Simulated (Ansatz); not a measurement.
We consider BeAlNS (model structure, started from the AlSiCN type, P3m1, No. 156, 4 atoms in the cell), described by HSE06 (Ansatz, an electronic-structure program, PAW).

Run with plane-wave cutoff 460 eV, 9×9×6 k mesh (along the axes of the cell as run), Fermi–Dirac smearing 0.01 eV, scalar-relativistic PAW data made under PBE.

Cell (relaxed with PBEsol):

```cif
data_AlBeNS
_chemical_formula_sum 'Al1 Be1 S1 N1'
_space_group_name_H-M_alt 'P 1'
_space_group_IT_number 1
_cell_length_a 3.23461
_cell_length_b 3.23461
_cell_length_c 5.34678
_cell_angle_alpha 90.000
_cell_angle_beta 90.000
_cell_angle_gamma 120.000
loop_
_space_group_symop_operation_xyz
  'x, y, z'
loop_
_atom_site_label
_atom_site_type_symbol
_atom_site_fract_x
_atom_site_fract_y
_atom_site_fract_z
_atom_site_occupancy
Al1 Al 0.33333 0.66667 0.55273 1
Be1 Be 0.66667 0.33333 0.95075 1
S1 S 0.33333 0.66667 0.11221 1
N1 N 0.66667 0.33333 0.63431 1
```

Problem. Give the computed band gap.

Solution. 
band gap: 3.65 eV (on the SCF k mesh)

Note: the relaxation could raise the start's symmetry but not lower it, so the cell can be a saddle point; cell and atoms aren't relaxed at this level (largest force component 0.05 eV/Å).

Cost on a shared machine: around 4 core-minutes (rough).

A model structure was made by putting elements into a prototype or built by hand; it is no filed structure, need not be a known phase, and can be a saddle point held by its symmetry.
